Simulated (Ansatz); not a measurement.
Element substitutions in CoSi

The parent structure is CoSi (space group P2_13, No. 198; a = 4.386 Å; non-magnetic).

Each row replaces one element on all its sites; cell and atoms are relaxed.

All numbers come from plane-wave PAW DFT at the PBEsol level (Ansatz, a program for electronic structure, 420 eV), spin-orbit coupling left out.

For the base:

- Volume per atom = 10.54 Å³

**Question.** The aim is a volume per atom between 7.98 Å³ and 8.66 Å³. Which of these changes reaches it?
(A) Co → V
(B) Si → C
(C) Co → Ga

**Answer.** B, Si → C. It gives 8.23 Å³; Co → Ga gives 16.98 Å³; Co → V gives 12.92 Å³. Changes not listed may reach it too

No phonon test of stability was made. As relaxed here, GaSi, CoC and VSi are hypothetical phases, not in the database extracts checked. Starting moments died away, wholly or in part, for the base, Si → C and Co → V; another magnetic solution may exist. The final runs are not spin-polarised.
